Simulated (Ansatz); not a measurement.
## K2WO4 (C2/m, No. 12)

Level of theory: PBEsol in Ansatz (plane waves, PAW).

Run with plane-wave cutoff 500 eV, 8×8×6 k mesh (along the axes of the cell as run), gaussian smearing 0.02 eV, no spin polarisation, scalar-relativistic PAW data made under PBE.

Cell: relaxed at this level.

```
Quantity                                          Result
---------------------------  ---------------------------
equilibrium volume per atom                18.15 Å³/atom
band gap                     4.57 eV (on the SCF k mesh)
```

Spin–orbit coupling is not included.

Cost on a shared machine: about 12 core-minutes (a rough figure).

Ansatz is a first-principles code.
